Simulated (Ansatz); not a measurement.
AuSb2: pressure series

Take AuSb₂ (space group Pa-3, No. 205; a = 6.6744 Å) as the base.

Cell and atoms are relaxed at each pressure.

Method: DFT with PBEsol, PAW potentials and a 420 eV plane-wave cutoff in Ansatz (a first-principles code), no spin-orbit coupling.

```tsv
pressure (GPa)	volume per atom (Å³/atom)
-2	25.399
-1	?
0	24.777
0.7	24.584
1.5	24.369
3	23.997
5	23.549
7.5	23.053
10	22.608
```

Problem. Fit the third-order Birch–Murnaghan form P(V) = (3B₀/2)[(V₀/V)^(7/3) − (V₀/V)^(5/3)]·[1 + (3/4)(B₀′ − 4)((V₀/V)^(2/3) − 1)] (squares taken in P) to the rows shown and predict the withheld row.

Solution. Least squares on the printed values gives V₀ = 24.779 Å³/atom, B₀ = 86.3 GPa, B₀′ = 5.1; this predicts 25.077 Å³/atom, and the run gives 25.077 Å³/atom, in agreement.

Load acts through the strain it causes; cell and atoms are relaxed under it. No phonon test of stability was made. No other phases were tried under pressure. All final runs are without spin polarisation.
